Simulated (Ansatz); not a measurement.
Consider BN in the zinc blende structure (space group F-43m, No. 216; a = 3.625 Å). Axes: x, y, z lie along the cube axes.

All numbers come from Ansatz (an electronic-structure program) PBE, no spin-orbit coupling.

Base values:

| Property | Result |
|---|---|
| Volume per atom | 5.95 Å³ |
| Band gap | 4.46 eV |

The change: uniaxial stress, 0.5 GPa compression along x, with the cell and atoms free to relax against it.

Task: How does this affect the energy relative to the base?

Result: The energy is nearly the same.

Task: What does the calculation give for the volume per atom after the change?

Result: The volume per atom stays 5.95 Å³.

Task: Predict the new band gap.

Result: The band gap decreases by 0.01 eV to 4.45 eV.

Load acts through the strain it causes; cell and atoms are relaxed under it. Beyond what the load breaks, stability against distortions was not tested.
